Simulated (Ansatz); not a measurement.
The parent structure is CdS in the zinc blende structure (space group F-43m, No. 216; a = 5.927 Å).

The values are results of Ansatz (a quantum-chemistry and plane-wave program) PBE, no spin-orbit coupling, not measurements.

Strains are applied to the cell and any free atomic positions relax.

One change was made to it. Results:

| quantity | base | after |
|---|---|---|
| hole mass (degenerate bands, along [100]) | 0.13, 0.82, 0.82 mₑ (at Γ) | 0.14, 0.76, 0.76 mₑ (at Γ) |
| band gap | 1.04 eV | 1.17 eV |
| pressure | 0.00 GPa | 3.72 GPa |
| electron mass | 0.12 mₑ (at Γ) | 0.13 mₑ (at Γ) |

**Question.** Which change produced these results?
A. isotropic strain −1.50 %
B. isotropic strain +2.50 %
C. isotropic strain −2.00 %
D. isotropic strain +0.50 %
E. isotropic strain −3.00 %

**Answer.** C, isotropic strain −2.00 %. For comparison, the hole mass in the other runs: isotropic strain −3.00 % gives 0.14, 0.73, 0.73 mₑ (at Γ); isotropic strain −1.50 % gives 0.13, 0.77, 0.77 mₑ (at Γ); isotropic strain +2.50 % gives 0.11, 0.92, 0.92 mₑ (at Γ); isotropic strain +0.50 % gives 0.12, 0.85, 0.85 mₑ (at Γ).

Masses are band curvatures over ±0.01 Å⁻¹ around the edge. No phonon test of stability was made.
